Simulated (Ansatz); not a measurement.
Take ZnO in the wurtzite structure (space group P6_3mc, No. 186; a = 3.230 Å, c = 5.214 Å) as the base.

Computed with PBEsol (Ansatz, a program for electronic structure; PAW; 420 eV plane waves; scalar-relativistic without spin-orbit coupling).

Before the change:

* **Electron mass**: 0.13 mₑ (at Γ)

Perturbation: an isotropic linear strain of −1.80 %; the atoms relax in the strained cell.

**Question.** What happens to the electron mass and mean gap deformation potential ΔEg/Δln V?

**Answer.** The electron mass becomes 0.15 mₑ (at Γ) (base: 0.13 mₑ (at Γ)); the mean gap deformation potential ΔEg/Δln V amounts to -1.4 eV.

Masses are band curvatures over ±0.01 Å⁻¹ around the edge. Whether these cells are dynamically stable was not tested.
